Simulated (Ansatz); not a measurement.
## BaO in the zinc blende structure (space group F-43m, No. 216; a hypothetical phase, not in the database extracts checked)

```yaml
crystal:
  lattice:
    - [0.00000, 2.93070, 2.93070]
    - [2.93070, 0.00000, 2.93070]
    - [2.93070, 2.93070, 0.00000]
  atoms:
    - { symbol: O, position: [0.75000, 0.75000, 0.75000] }
    - { symbol: Ba, position: [0.00000, 0.00000, 0.00000] }
```

All numbers come from Ansatz (a first-principles code) PBEsol, scalar-relativistic without spin-orbit coupling. Γ-centred 10×10×10 mesh, Fermi–Dirac width 0.05 eV.

```json
{
 "volume_per_atom": "25.17 Å³",
 "density": "5.06 g/cm³",
 "band_gap": "2.27 eV, indirect, X → Γ",
 "electron_mass": "0.40 mₑ",
 "Lowest conduction-band minima above the VBM": "Γ 2.27 eV",
 "total_energy": "-3212.978 eV/atom (σ→0; compares only within this code and set-up)"
}
```

Effective masses come from finite differences of ±0.01 Å⁻¹. No phonon test of stability was made.
